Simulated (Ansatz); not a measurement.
Take MoS2 in the 2H-MoS2 type structure (space group P6_3/mmc, No. 194; a = 3.173 Å, c = 12.437 Å; layered, stacked along the Cartesian z axis) as the base. Axes: x lies along a and z along c of the hexagonal cell.

Method: r2SCAN+rVV10 (Ansatz, a quantum-chemistry and plane-wave program), no SOC.

Before the change:

Band gap: 1.01 eV
Gap character: indirect, Γ → K–Γ (47 % along)

It is then changed as follows: biaxial strain +3.04 %, plane normal [001], relaxed out of plane (Cartesian); in-plane vectors clamped, the third vector and the atoms free.

Problem. What does the calculation give for the in-plane stress, band gap, ratio −ε⊥/ε∥ and gap character after the change?

Solution. The mean in-plane stress (compression positive) amounts to -7.9 GPa; the band gap decreases by 0.54 eV (1.01 eV → 0.47 eV); the ratio −ε⊥/ε∥ is 0.41; the gap character becomes indirect, Γ → K (base: indirect, Γ → K–Γ (47 % along)).

Whether these cells are dynamically stable was not tested.
